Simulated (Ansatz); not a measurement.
What biaxial strain −0.85 %, plane normal [001], relaxed out of plane does to Hf

Base system: Hf in the hcp (Mg type) structure (space group P6_3/mmc, No. 194; a = 3.204 Å, c = 5.073 Å; relaxed with 0.1 eV smearing). Axes: x lies along a and z along c of the hexagonal cell.

Perturbation: compressive biaxial strain of 0.85 % in the plane normal to [001], as in epitaxy on a mismatched substrate; the out-of-plane cell vector and the atoms relax.

The values are results of PBE (Ansatz, a quantum-chemistry and plane-wave program; PAW; 420 eV plane waves; without spin-orbit coupling), not measurements. Settings: 21×21×12 k-points, 0.1 eV Fermi–Dirac smearing.

```tsv
quantity	base	changed	shift
volume per atom	22.55 Å³	22.30 Å³	-0.25 Å³
shortest interatomic distance	3.139 Å	3.142 Å	+0.003 Å
pressure (mean of the normal stresses, compression positive)	0.0 GPa	1.2 GPa	+1.2 GPa
band gap	zero	zero	–
out-of-plane strain	–	+0.60 %	–
```

No phonon test of stability was made. All final runs are without spin polarisation.
